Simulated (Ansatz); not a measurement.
For AlAs (model structure, started from the BeO type, P4₂/mnm, No. 136, 8 atoms in the cell), LDA (PAW; Ansatz, a quantum-chemistry and plane-wave program) gives:

| Quantity | Result |
|---|---|
| lattice constant a | 6.838 Å |
| lattice parameter c | 4.000 Å |
| cohesive energy | 4.40 eV/atom |

### Question
What does PBE-D3(BJ) (plane waves, PAW; Ansatz) give for the same quantities?

### Answer

- lattice constant a: 6.875 Å (increases by 0.5 %)
- lattice parameter c: 4.033 Å (increases by 0.8 %)
- cohesive energy: 3.92 eV/atom (shrinks by 0.48 eV/atom)

Changes are worked out from the printed values.

Unless a cell is named, each level is at its own relaxed cell (LDA 23.38, PBE-D3(BJ) 23.83 Å³/atom).

Ansatz's density-functional and Hartree–Fock values are scalar-relativistic unless marked +SOC, with PAW data made under PBE.

A model structure was made by putting elements into a prototype or built by hand; it is no filed structure, need not be a known phase, and can be a saddle point held by its symmetry.
